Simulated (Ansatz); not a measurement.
**Ni3Ge under load (space group Pm-3m): band-structure transport figures**

Data:

```
CELL_PARAMETERS angstrom
      3.53611     0.00000     0.00000
      0.00000     3.53611     0.00000
      0.00000     0.00000     3.53611
ATOMIC_POSITIONS crystal
  Ni 0.50000 0.00000 0.50000
  Ni 0.00000 0.50000 0.50000
  Ni 0.50000 0.50000 0.00000
  Ge 0.00000 0.00000 0.00000
```

Calculation: PBEsol, rigid bands (plane waves, PAW, scalar-relativistic; Ansatz, an electronic-structure program). Condition of this run: hydrostatic pressure -2 GPa (the target of the relaxation). Geometry: cell and atoms relaxed with PBEsol, then loaded as said.

```json
{
 "density of states at the Fermi level": "2.27 states/(eV·cell), both spins",
 "bare Sommerfeld coefficient": "1.34 mJ/(mol of atoms·K²)",
 "drude_plasma_energy": "1.76 eV",
 "root-mean-square Fermi velocity": "1.5e5 m/s",
 "resistivity times τ": "158 ×10⁻²² Ω·m·s"
}
```

A metal at this level (no band gap); rigid bands, thermally averaged at 300 K, both spins. Spin-orbit coupling is left out. τ is one relaxation time for all states.

Treated as nonmagnetic (a ferromagnetic start lost its moment, other orders weren't tried): Ni3Ge under load (space group Pm-3m).
